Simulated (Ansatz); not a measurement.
**ScAgSe2, pressure series**

Take ScAgSe2 (space group P-3m1, No. 164; a = 3.897 Å, c = 6.627 Å; a cell from a computed database, its experimental status unchecked) as the base.

Cell and atoms are relaxed at each pressure.

Calculations: plane-wave PAW DFT at the r2SCAN level (Ansatz, a quantum-chemistry and plane-wave program, 500 eV), spin-orbit coupling left out, earlier PAW set.

```
pressure (GPa)  volume per atom (Å³/atom)
--------------  -------------------------
-2                                 22.480
-1                                 22.116
0                                  21.785
0.3                                21.692
0.7                                     ?
3                                  20.938
5                                  20.461
7.5                                19.940
10                                 19.482
```

Problem. Fit the third-order Birch–Murnaghan form P(V) = (3B₀/2)[(V₀/V)^(7/3) − (V₀/V)^(5/3)]·[1 + (3/4)(B₀′ − 4)((V₀/V)^(2/3) − 1)] (squares taken in P) to the rows shown and predict the withheld row.

Solution. Least squares on the printed values gives V₀ = 21.786 Å³/atom, B₀ = 68.8 GPa, B₀′ = 4.7; this predicts 21.570 Å³/atom, and the run gives 21.571 Å³/atom, in agreement.

Load acts through the strain it causes; cell and atoms are relaxed under it. No phonon test of stability was made. No other phases were tried under pressure. The final runs are not spin-polarised.
